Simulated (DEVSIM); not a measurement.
System: Schottky contact on n-type GaN, at 300 K.

Layer 1 from the left is GaN, thickness (μm) 0.850, Nd (cm⁻³) 1.5e17, τn (s) 1.9e-8, τp (s) 1.9e-8.

Left contact: Schottky, work function 5.4 eV, emission velocity 1.7e6 cm/s. Right contact: ohmic. Voltage is applied to the left contact. Recombination: SRH at mid-gap, Auger. Mobility is μmin + (μ − μmin)/(1 + (N/Nref)^α).

Constants are typed, rounded textbook-type inputs, not results; the design itself was drawn at random and stands for no fabricated device. Values at 300 K.

GaN: gap (eV) 3.43, affinity (eV) 4.1, permittivity 9.5, Nc (cm⁻³) 2.3e18, Nv (cm⁻³) 4.6e19, μn (cm²/Vs) 1200, μp (cm²/Vs) 100, μn,min 55, μp,min 3, Nref,n 2e17, Nref,p 3e17, αn 1, αp 2, Cn (cm⁶/s) 1e-30, Cp (cm⁶/s) 1e-30.

DEVSIM, 1D drift-diffusion, Boltzmann statistics, complete ionisation; no tunnelling, impact ionisation, image-force lowering or self-heating. Metal contacts follow the ideal Schottky-Mott rule: no Fermi-level pinning, no interface dipoles.

Dark forward current:

```csv
|V| (V),|J| (A/cm²)
0.20,2.056e-13
0.25,1.423e-12
0.30,9.840e-12
0.35,6.805e-11
0.40,4.706e-10
0.45,3.254e-9
0.50,2.250e-8
0.55,1.556e-7
0.60,1.076e-6
0.65,7.437e-6
0.70,5.141e-5
0.75,0.0003554
0.80,0.002456
0.85,0.01697
0.90,0.1172
0.95,0.8091
1.00,5.576
1.05,38.17
1.10,251.6
1.15,1385
1.20,4865
```

Question: Work out the local ideality factor n = ΔV / (kT/q · ln(J2/J1)) between the rows 0.20 and 0.25 V, 1.15 and 1.20 V.

Answer: kT/q = 25.85 mV. From 0.20 to 0.25 V: ln(1.423e-12/2.056e-13) = 1.935, n = 1.00, near the 1 of diffusion or emission over a barrier. From 1.15 to 1.20 V: ln(4865/1385) = 1.256, n = 1.54; the layers' resistance at their doping, Σ W/(qμN) = 5.0e-6 Ω cm², would take 17 mV of this step of 50 mV.

Question: Estimate the current at 0.65 V for emission alone, J0 = q v N_band exp(−φB/kT), and read the barrier back from the simulated current.

Answer: φB = 1.300 eV, N_band = 2.30e18 cm⁻³, J0 = 9.04e-17 A/cm²; J = J0 (exp(qV/kT) − 1) = 7.53e-6 A/cm². The simulation gives 7.44e-6 A/cm²; the estimate lies 1.2 % above. Read backwards, the simulated current gives an apparent barrier of 1.300 eV. The estimate leaves out transport through the depletion region and minority injection.
